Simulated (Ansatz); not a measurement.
Start from Rh in the fcc (Cu type) structure (space group Fm-3m, No. 225; a = 3.802 Å; relaxed with 0.1 eV smearing). Axes: x, y, z lie along the cube axes.

Level of theory: plane-wave PAW DFT at the r2SCAN level (Ansatz, a quantum-chemistry and plane-wave program, 500 eV), without spin-orbit coupling.

Perturbation: biaxial strain +0.42 %, plane normal [111], relaxed out of plane (Cartesian); in-plane vectors clamped, the third vector and the atoms free.

Question: Estimate the effect on the out-of-plane strain.

Answer: The out-of-plane strain is -0.23 %.

Question: What happens to the energy relative to the base?

Answer: The energy goes up by 0.9 meV/atom.

No phonon test of stability was made. All final runs are without spin polarisation.
